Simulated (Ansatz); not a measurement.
## A computed series for W: response to strain

Consider W in the bcc (W type) structure (space group Im-3m, No. 229; relaxed with 0.1 eV smearing).

```
CELL_PARAMETERS angstrom
     -1.58442     1.58442     1.58442
      1.58442    -1.58442     1.58442
      1.58442     1.58442    -1.58442
ATOMIC_POSITIONS crystal
  W  0.00000 0.00000 0.00000
```

Cartesian axes are those of the cell as printed.

Strains are applied to the cell and any free atomic positions relax.

The values are results of r2SCAN, PAW, 500 eV (Ansatz, a quantum-chemistry and plane-wave program; without spin-orbit coupling), not measurements.

Notes on the quantities. energy relative to the base: free energy F; pressure: mean of the normal stresses, compression positive.

| case | volume per atom | energy relative to the base | pressure |
|---|---|---|---|
| base | 15.91 Å³ | 0 meV/atom | 0.0 GPa |
| uniaxial strain ε_zz = −3.00 % | 15.43 Å³ | +26 meV/atom | 10.5 GPa |
| uniaxial strain ε_zz = −2.50 % | 15.51 Å³ | +18 meV/atom | 8.6 GPa |
| uniaxial strain ε_zz = −2.00 % | 15.59 Å³ | +11 meV/atom | 6.8 GPa |
| uniaxial strain ε_zz = −1.50 % | 15.67 Å³ | +6.3 meV/atom | 5.0 GPa |
| uniaxial strain ε_zz = −1.00 % | 15.75 Å³ | +2.8 meV/atom | 3.3 GPa |
| uniaxial strain ε_zz = −0.50 % | 15.83 Å³ | +0.7 meV/atom | 1.6 GPa |

No phonon test of stability was made. All final runs are without spin polarisation.
